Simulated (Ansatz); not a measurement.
## A computed series for AlN: response to strain

Base system: AlN in the wurtzite structure (space group P6_3mc, No. 186).

```yaml
crystal:
  lattice:
    - [3.10656, 0.00000, 0.00000]
    - [-1.55328, 2.69036, 0.00000]
    - [0.00000, 0.00000, 4.97805]
  atoms:
    - { symbol: Al, position: [0.33333, 0.66667, 0.99658] }
    - { symbol: Al, position: [0.66667, 0.33333, 0.49658] }
    - { symbol: N, position: [0.33333, 0.66667, 0.37822] }
    - { symbol: N, position: [0.66667, 0.33333, 0.87822] }
```

Cartesian axes are those of the cell as printed.

Strains are applied to the cell and any free atomic positions relax; under biaxial strain the out-of-plane vector relaxes too; under stress the whole cell relaxes.

Method: Ansatz (an electronic-structure program) r2SCAN, without spin-orbit coupling, earlier PAW set.

Notes on the quantities. pressure: mean of the normal stresses, compression positive.

```tsv
variant	band gap	width of the top valence band	space group	pressure
base	4.87 eV	2.41 eV	P6_3mc (No. 186)	0.01 GPa
biaxial strain −2.97 %, plane normal [001], relaxed out of plane	5.29 eV	2.42 eV	P6_3mc (No. 186)	10.90 GPa
biaxial strain −0.22 %, plane normal [001], relaxed out of plane	4.92 eV	2.40 eV	P6_3mc (No. 186)	0.73 GPa
biaxial strain +0.66 %, plane normal [001], relaxed out of plane	4.73 eV	2.45 eV	P6_3mc (No. 186)	-2.09 GPa
isotropic strain −3.19 %	5.75 eV	2.57 eV	P6_3mc (No. 186)	24.70 GPa
isotropic strain +1.17 %	4.56 eV	2.35 eV	P6_3mc (No. 186)	-6.87 GPa
uniaxial strain ε_yy = +2.37 %	4.59 eV	–	Cmc2_1 (No. 36)	-4.88 GPa
uniaxial strain ε_zz = +1.81 %	4.79 eV	2.28 eV	P6_3mc (No. 186)	-3.45 GPa
uniaxial stress, 1 GPa tension along z	4.87 eV	2.39 eV	P6_3mc (No. 186)	–
uniaxial stress, 5 GPa tension along z	4.87 eV	2.30 eV	P6_3mc (No. 186)	–
```

Stability under load was not tested beyond the relaxation.
